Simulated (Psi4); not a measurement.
Psi4 1.11, unrestricted B3LYP/def2-svp: Co(Br)2(NH3)2 ([NH3]->[Co](<-[NH3])([Br])[Br]), charge 0, multiplicity 4, 11 atoms. The geometry is a generated start, not checked to be a minimum at this level.

* **task**: energy
* **method**: b3lyp
* **basis**: def2-svp
* **memory**: 3 GB
* **maxiter**: 100
* **keys of the molecule block**: symmetry c1
* **scf_type**: df (default)
* **guess**: auto, which took SAD (default)
* **scf_initial_accelerator**: adiis (default)
* **e_convergence**: 1e-06 (default)
* **d_convergence**: 1e-06 (default)
* **dft_radial_points**: 75 (default)
* **dft_spherical_points**: 302 (default)
* **basis functions**: 153
* **grid points**: 236492

```xyz
11

Co     0.1355     0.6397     0.6609
Br     2.2169     1.4999     0.6659
Br    -1.5912     1.0926     2.0170
N      0.4513    -1.5696     0.7883
H      0.0830    -2.1311     0.0270
H      0.0187    -1.9030     1.6467
H      1.4488    -1.7548     0.8554
N     -0.5990     0.9662    -1.4118
H     -1.3377     1.6648    -1.3764
H     -0.9783     0.1533    -1.8886
H      0.1521     1.3420    -1.9843
```

Charge 0 and multiplicity 4 are set for this test and not shown to be the ground state.

One run each on 2 threads. Values of diis_max_vecs tried: 3, 6, 10 (default), 20.

### Question
Predict the course of the SCF iterations along this series.

### Answer
Fewest SCF iterations, within one of each other: 6 with 35, 10 (default) with 35. The count rises to 63 at 3. All converge to one solution.

| diis_max_vecs | SCF iterations | end |
|---|---|---|
| 3 | 63 | same solution |
| 6 | 35 | same solution |
| 10 (default) | 35 | same solution |
| 20 | 42 | same solution |
